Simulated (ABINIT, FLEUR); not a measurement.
A FLEUR input for a self-consistent single point of Tl₃VSe₄ (I-43m, 8 atoms in the cell) (DFT, LDA (Vosko-Wilk-Nusair), all-electron FLAPW (FLEUR), scalar-relativistic valence):

Input of the input generator:

```
scf Tl3VSe4
&input film=f /
-7.4065358811 7.4065358811 7.4065358811
7.4065358811 -7.4065358811 7.4065358811
7.4065358811 7.4065358811 -7.4065358811
1.0
1.0 1.0 1.0

8
23 0.0000000000 0.0000000000 0.0000000000
81 0.5000000000 0.5000000000 0.0000000000
81 0.0000000000 0.5000000000 0.5000000000
81 0.5000000000 0.0000000000 0.5000000000
34 0.6637800000 0.6637800000 0.6637800000
34 0.3362200000 0.0000000000 0.0000000000
34 0.0000000000 0.0000000000 0.3362200000
34 0.0000000000 0.3362200000 0.0000000000

&comp jspins=1 /
&exco xctyp='vwn' /
&kpt div1=3 div2=3 div3=3 /
&end /
```

```xml
<?xml version="1.0" encoding="UTF-8" standalone="no"?>
<fleurInput fleurInputVersion="0.39">
   <comment>
      scf Tl3VSe4                                                                                         
   </comment>
   <calculationSetup>
      <cutoffs Kmax="4.0" Gmax="12.0" GmaxXC="12.0" numbands="0"/>
      <scfLoop itmax="60" minDistance="0.00001" maxIterBroyd="40" imix="Anderson" alpha="0.05" precondParam="0.0" spinf="2.0"/>
      <coreElectrons ctail="T" frcor="F" kcrel="0" coretail_lmax="0"/>
      <xcFunctional name="vwn" relativisticCorrections="F"/>
      <magnetism jspins="1"/>
      <soc l_soc="F" theta="0.0" phi="0.0" spav="F"/>
      <expertModes spex="0" secvar="F"/>
      <geometryOptimization l_f="T" forcealpha="1.0" forcemix="BFGS" epsdisp="0.00001" epsforce="0.00001"/>
      <ldaU l_linMix="F" mixParam="0.05" spinf="1.0"/>
   </calculationSetup>
   <cell>
      <bzIntegration valenceElectrons="116.0" mode="hist" fermiSmearingEnergy="0.00036749">
         <kPointListSelection listName="default-1"/>
         <!-- k-points included here -->
         <xi:include xmlns:xi="http://www.w3.org/2001/XInclude" href="kpts.xml"> </xi:include>
      </bzIntegration>
      <!-- symmetry operations included here -->
      <xi:include xmlns:xi="http://www.w3.org/2001/XInclude" href="sym.xml"> </xi:include>
      <bulkLattice scale="1.0">
         <bravaisMatrix>
            <row-1>   -7.4065358810999999     7.4065358810999999     7.4065358810999999</row-1>
            <row-2>    7.4065358810999999    -7.4065358810999999     7.4065358810999999</row-2>
            <row-3>    7.4065358810999999     7.4065358810999999    -7.4065358810999999</row-3>
         </bravaisMatrix>
      </bulkLattice>
   </cell>
   <atomSpecies>
      <species name="Vanadium (V)" element="V" atomicNumber="23">
         <mtSphere radius="2.01" gridPoints="695" logIncrement="0.017"/>
         <atomicCutoffs lmax="8" lnonsphr="6"/>
         <electronConfig flipSpins="F">
            <coreConfig>(1s1/2) (2s1/2) (2p1/2) (2p3/2)</coreConfig>
            <valenceConfig>(3s1/2) (3p1/2) (3p3/2) (4s1/2) (3d3/2) (3d5/2)</valenceConfig>
            <stateOccupation state="(3d3/2)" spinUp="0.6" spinDown="0.6"/>
            <stateOccupation state="(3d5/2)" spinUp="0.9" spinDown="0.9"/>
         </electronConfig>
         <energyParameters s="4" p="4" d="3" f="4"/>
         <lo type="SCLO" l="0" n="3" eDeriv="0"/>
         <lo type="SCLO" l="1" n="3" eDeriv="0"/>
      </species>
      <species name="Thallium (Tl)" element="Tl" atomicNumber="81">
         <mtSphere radius="2.68" gridPoints="925" logIncrement="0.015"/>
         <atomicCutoffs lmax="10" lnonsphr="8"/>
         <electronConfig flipSpins="F">
            <coreConfig>(1s1/2) (2s1/2) (2p1/2) (2p3/2) (3s1/2) (3p1/2) (3p3/2) (4s1/2) (3d3/2) (3d5/2) (4p1/2) (4p3/2) (5s1/2) (4d3/2) (4d5/2) (4f5/2) (4f7/2) (5p1/2) (5p3/2)</coreConfig>
            <valenceConfig>(6s1/2) (5d3/2) (5d5/2) (6p1/2) (6p3/2)</valenceConfig>
            <stateOccupation state="(6p1/2)" spinUp="0.1666666666667" spinDown="0.1666666666667"/>
            <stateOccupation state="(6p3/2)" spinUp="0.3333333333333" spinDown="0.3333333333333"/>
         </electronConfig>
         <energyParameters s="6" p="6" d="6" f="5"/>
         <lo type="SCLO" l="2" n="5" eDeriv="0"/>
      </species>
      <species name="Selenium (Se)" element="Se" atomicNumber="34">
         <mtSphere radius="2.01" gridPoints="695" logIncrement="0.018"/>
         <atomicCutoffs lmax="8" lnonsphr="6"/>
         <electronConfig flipSpins="F">
            <coreConfig>(1s1/2) (2s1/2) (2p1/2) (2p3/2) (3s1/2) (3p1/2) (3p3/2)</coreConfig>
            <valenceConfig>(4s1/2) (3d3/2) (3d5/2) (4p1/2) (4p3/2)</valenceConfig>
            <stateOccupation state="(4p1/2)" spinUp="0.6666666666667" spinDown="0.6666666666667"/>
            <stateOccupation state="(4p3/2)" spinUp="1.3333333333333" spinDown="1.3333333333333"/>
         </electronConfig>
         <energyParameters s="4" p="4" d="3" f="4"/>
         <lo type="HELO" l="2" n="4" eDeriv="0"/>
      </species>
   </atomSpecies>
   <atomGroups>
      <atomGroup species="Vanadium (V)">
         <relPos label="                   1">.0000000000 .0000000000 .0000000000</relPos>
         <force calculate="T" relaxXYZ="TTT"/>
      </atomGroup>
      <atomGroup species="Thallium (Tl)">
         <relPos label="                   2">1.000/2.000 1.000/2.000 .0000000000</relPos>
         <relPos label="                   3">.0000000000 1.000/2.000 1.000/2.000</relPos>
         <relPos label="                   4">1.000/2.000 .0000000000 1.000/2.000</relPos>
         <force calculate="T" relaxXYZ="TTT"/>
      </atomGroup>
      <atomGroup species="Selenium (Se)">
         <relPos label="                   5">-.3362200000 -.3362200000 -.3362200000</relPos>
         <relPos label="                   6">.3362200000 .0000000000 .0000000000</relPos>
         <relPos label="                   7">.0000000000 .0000000000 .3362200000</relPos>
         <relPos label="                   8">.0000000000 .3362200000 .0000000000</relPos>
         <force calculate="T" relaxXYZ="TTT"/>
      </atomGroup>
   </atomGroups>
   <output dos="F" band="F" slice="F">
      <checks vchk="F" cdinf="F"/>
      <bandDOS minEnergy="-.5*Htr" maxEnergy="0.5*Htr" sigma="0.015" storeEVData="T"/>
      <vacuumDOS vacdos="F" integ="F" star="F" nstars="0" locx1="0.0" locy1="0.0" locx2="0.0" locy2="0.0" nstm="0" tworkf="0.0"/>
      <unfoldingBand unfoldBand="F" supercellX="1" supercellY="1" supercellZ="1"/>
      <plotting iplot="0" polar="F">
         <plot TwoD="T" vec1="  1.0  0.0  0.0" vec2="  0.0  1.0  0.0" vec3="  0.0  0.0  1.0" zero="  0.0  0.0  0.0" file="plot"/>
      </plotting>
      <chargeDensitySlicing numkpt="0" minEigenval="0.0" maxEigenval="0.0" nnne="0" pallst="F"/>
      <specialOutput eonly="F"/>
      <magneticCircularDichroism mcd="F" energyLo="-10.0" energyUp="0.0"/>
   </output>
  <!-- We include the file relax.xml here to enable relaxations (see documentation) -->
  <xi:include xmlns:xi="http://www.w3.org/2001/XInclude" href="relax.xml"> <xi:fallback/> </xi:include>
</fleurInput>
```

### Question
Give the ABINIT input for the same structure, mesh, smearing and functional.

### Answer
This is the input that was run; spellings and numerical settings could be chosen otherwise.

```
# Tl3VSe4, PseudoDojo nc-sr-04 LDA standard
pp_dirpath "./"
pseudos "V.upf, Tl.upf, Se.upf"
acell 6.7885479737 6.7885479737 6.7885479737 Angstrom
rprim
        -0.5773502692    0.5773502692    0.5773502692
         0.5773502692   -0.5773502692    0.5773502692
         0.5773502692    0.5773502692   -0.5773502692
natom 8
ntypat 3
znucl 23 81 34
typat 1 2 2 2 3 3 3 3
xred
         0.0000000000    0.0000000000    0.0000000000
         0.5000000000    0.5000000000    0.0000000000
         0.0000000000    0.5000000000    0.5000000000
         0.5000000000    0.0000000000    0.5000000000
         0.6637800000    0.6637800000    0.6637800000
         0.3362200000    0.0000000000    0.0000000000
         0.0000000000    0.0000000000    0.3362200000
         0.0000000000    0.3362200000    0.0000000000
ecut 43
occopt 3
tsmear 0.01 eV
nband 72
kptopt 1
ngkpt 3 3 3
nshiftk 1
shiftk 0 0 0
nstep 60
tolvrs 1.0e-12
prtwf 0
prtden 0
prtvol 1
```

Basis, cutoffs, solver keys and any potentials are the target program's own. This input uses DFT, LDA (PW92), plane waves, norm-conserving pseudopotentials (PseudoDojo nc-sr-04 LDA standard). LDA parametrisations can differ slightly between programs.

The starting cell comes from a database of computed structures (which also holds hypothetical and non-ambient phases and stackings), without a prior relaxation at this level.
